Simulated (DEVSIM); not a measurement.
Device: abrupt Si n-p junction, at 300 K.

Layer 1 from the left is Si, thickness (μm) 0.240, Nd (cm⁻³) 9.2e16, τn (s) 0.00027, τp (s) 0.00027. Layer 2 from the left is Si, thickness (μm) 9.00, Na (cm⁻³) 1e15, τn (s) 0.00027, τp (s) 0.00027.

Left contact: ohmic. Right contact: ohmic. Voltage is applied to the left contact. Recombination: SRH at mid-gap, radiative. Mobility is constant in doping.

The device is made up for the run: typed textbook-type constants, with dimensions and the other settings drawn at random. Values at 300 K.

Si: gap (eV) 1.124, affinity (eV) 4.05, permittivity 11.7, Nc (cm⁻³) 2.86e19, Nv (cm⁻³) 3.1e19, μn (cm²/Vs) 1417, μp (cm²/Vs) 470, B (cm³/s) 4.7e-15.

DEVSIM, 1D drift-diffusion, Boltzmann statistics, complete ionisation; no tunnelling, impact ionisation, image-force lowering or self-heating.

Dark forward current:

```
|V| (V)  |J| (A/cm²)
-------  -----------
0.05        5.655e-9
0.10        4.434e-8
0.15        3.101e-7
0.20        2.138e-6
0.25        1.471e-5
0.30       0.0001012
0.35       0.0006959
0.40        0.004780
0.45         0.03273
0.50          0.2207
0.55           1.374
0.60           6.661
0.65           22.16
0.70           53.48
0.75           103.7
0.80           173.9
0.85           264.2
0.90           373.8
0.95           501.4
1.00           645.1
1.05           803.0
1.10           972.6
1.15            1151
1.20            1337
1.25            1527
1.30            1719
```

Problem. Work out the local ideality factor n = ΔV / (kT/q · ln(J2/J1)) between the rows 0.15 and 0.20 V, 1.25 and 1.30 V.

Solution. kT/q = 25.85 mV. From 0.15 to 0.20 V: ln(2.138e-6/3.101e-7) = 1.931, n = 1.00, near the 1 of diffusion or emission over a barrier. From 1.25 to 1.30 V: ln(1719/1527) = 0.118, n = 16.33.

Problem. Estimate the current at 0.35 V from the Shockley equation with J0 = Σ q ni² D/(N L) coth(W/L), τ joining the SRH, radiative and Auger lifetimes that are on, and W taken as the whole layer.

Solution. ni² = 1.16e20 cm⁻⁶; holes in the n layer: μ = 470 cm²/Vs, D = 12.1 cm²/s, τ = 0.000242 s, L = 542 μm, W/L = 0.00044, term 1.02e-10 A/cm²; electrons in the p layer: μ = 1420 cm²/Vs, D = 36.6 cm²/s, τ = 0.000270 s, L = 994 μm, W/L = 0.0091, term 7.55e-10 A/cm². J0 = 8.58e-10 A/cm², and J = J0 exp(qV/kT) = 0.000651 A/cm². The simulation gives 0.000696 A/cm²; the estimate lies 6.5 % below. The estimate leaves out recombination in the depletion region and that region's share of W.
